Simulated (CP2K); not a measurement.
Band structure of a (001) slab of ZrS2 (cut from a parent of space group no. 164; 6 atoms in the cell).

```yaml
crystal:
  lattice:
    - [3.66000, 0.00000, 0.00000]
    - [-1.83000, 3.16965, 0.00000]
    - [0.00000, 0.00000, 18.73000]
  atoms:
    - { symbol: Zr, position: [0.00000, 0.00000, 0.34463] }
    - { symbol: Zr, position: [0.00000, 0.00000, 0.65537] }
    - { symbol: S, position: [0.33333, 0.66667, 0.42232] }
    - { symbol: S, position: [0.66667, 0.33333, 0.26695] }
    - { symbol: S, position: [0.33333, 0.66667, 0.73305] }
    - { symbol: S, position: [0.66667, 0.33333, 0.57768] }
```

Computed with PBE, GPW, DZVP-MOLOPT-SR-GTH basis, GTH-PBE potentials (GTH_POTENTIALS) run with CP2K 2026.2.

Settings: CUTOFF = 500 Ry; REL_CUTOFF = 50 Ry; SMEAR/METHOD = GAUSSIAN; SIGMA = 0.1 eV; KPOINTS/SCHEME = MONKHORST-PACK 5 5 1; XC_FUNCTIONAL = PBE; Zr/BASIS_SET = DZVP-MOLOPT-SR-GTH-q12; Zr/POTENTIAL = GTH-PBE-q12; S/BASIS_SET = DZVP-MOLOPT-SR-GTH-q6; S/POTENTIAL = GTH-PBE-q6; METHOD = GPW; EPS_DEFAULT = 1e-10; EXTRAPOLATION = USE_GUESS; NGRIDS = 5.

The starting cell has typed, rounded lattice constants, without a prior relaxation at this level. The slab is cut from that crystal, and its faces are unrelaxed. Spin polarisation is off, though cut faces can carry moments; a gap of a slab can lie between surface states. Values carry the incompleteness of an atom-centred basis.

**Question.** Predict the gap along the standard path and the places of the band edges.

**Answer.** The gap along the path is 1.05 eV, from Γ to M; the smallest direct gap on it is 1.61 eV.

Levels in eV from the top of the valence band on the SCF mesh, bands 21 to 25:
| point | 21 | 22 | 23 | 24 | 25 |
|---|---|---|---|---|---|
| Γ | -0.08 | -0.08 | 0.00 | 0.00 | 1.61 |
| M | -1.46 | -1.05 | -0.90 | -0.89 | 1.05 |
| K | -1.77 | -1.77 | -1.77 | -1.45 | 2.36 |

Higher empty bands are left out: an atom-centred basis made for the valence describes them poorly.
